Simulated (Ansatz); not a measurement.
A computed series for hypothetical simple cubic Pt: pressure series

The parent structure is Pt in the simple cubic structure (space group Pm-3m, No. 221; a = 2.624 Å; a hypothetical phase, not in the database extracts checked).

Cell and atoms are relaxed at each pressure.

All numbers come from PBE (Ansatz, a program for electronic structure, PAW, no spin-orbit coupling).

| pressure (GPa) | volume per atom (Å³/atom) |
|---|---|
| -2 | 18.271 |
| -1 | 18.169 |
| 0 | 18.068 |
| 0.3 | 18.040 |
| 0.7 | 18.002 |
| 3 | ? |
| 5 | 17.623 |
| 7.5 | 17.424 |
| 10 | 17.238 |

Q: Fit the third-order Birch–Murnaghan form P(V) = (3B₀/2)[(V₀/V)^(7/3) − (V₀/V)^(5/3)]·[1 + (3/4)(B₀′ − 4)((V₀/V)^(2/3) − 1)] (squares taken in P) to the rows shown and predict the withheld row.

A: Least squares on the printed values gives V₀ = 18.069 Å³/atom, B₀ = 186 GPa, B₀′ = 5.6; this predicts 17.793 Å³/atom, and the run gives 17.792 Å³/atom, in agreement.

Load acts through the strain it causes; cell and atoms are relaxed under it. No phonon test of stability was made. Competing high-pressure phases were not computed. The final runs are not spin-polarised.
